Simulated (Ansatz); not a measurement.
We consider BaZrS₃ (Pnma, No. 62; cell taken from a computed entry), described by LDA (plane waves, PAW; Ansatz, a quantum-chemistry and plane-wave program).

Settings: plane-wave cutoff 520 eV, 6×4×6 k mesh (along the axes of the cell as run), Fermi–Dirac smearing 0.01 eV, scalar-relativistic PAW data made under PBE.

Cell (relaxed with PBEsol):

```cif
data_Ba4S12Zr4
_chemical_formula_sum 'Ba4 Zr4 S12'
_space_group_name_H-M_alt 'P 1'
_space_group_IT_number 1
_cell_length_a 7.07296
_cell_length_b 9.91110
_cell_length_c 6.92183
_cell_angle_alpha 90.000
_cell_angle_beta 90.000
_cell_angle_gamma 90.000
loop_
_space_group_symop_operation_xyz
  'x, y, z'
loop_
_atom_site_label
_atom_site_type_symbol
_atom_site_fract_x
_atom_site_fract_y
_atom_site_fract_z
_atom_site_occupancy
Ba1 Ba 0.05429 0.25000 0.01228 1
Ba2 Ba 0.94571 0.75000 0.98772 1
Ba3 Ba 0.44571 0.75000 0.51228 1
Ba4 Ba 0.55429 0.25000 0.48772 1
Zr1 Zr 0.00000 0.00000 0.50000 1
Zr2 Zr 0.50000 0.00000 0.00000 1
Zr3 Zr 0.50000 0.50000 0.00000 1
Zr4 Zr 0.00000 0.50000 0.50000 1
S1 S 0.99434 0.25000 0.56526 1
S2 S 0.00566 0.75000 0.43474 1
S3 S 0.50566 0.75000 0.06526 1
S4 S 0.49434 0.25000 0.93474 1
S5 S 0.20795 0.96571 0.79258 1
S6 S 0.79205 0.03429 0.20742 1
S7 S 0.29205 0.03429 0.29258 1
S8 S 0.70795 0.96571 0.70742 1
S9 S 0.70795 0.53429 0.70742 1
S10 S 0.29205 0.46571 0.29258 1
S11 S 0.79205 0.46571 0.20742 1
S12 S 0.20795 0.53429 0.79258 1
```

Problem. Estimate the band gap that the calculation returns.

Solution. 
band gap: 0.88 eV

Note: cell and atoms aren't relaxed at this level (pressure -1.9 GPa).

Spin–orbit coupling is not included.

Computed values are for the static lattice.

Cost on a shared machine: very roughly 9 core-minutes.
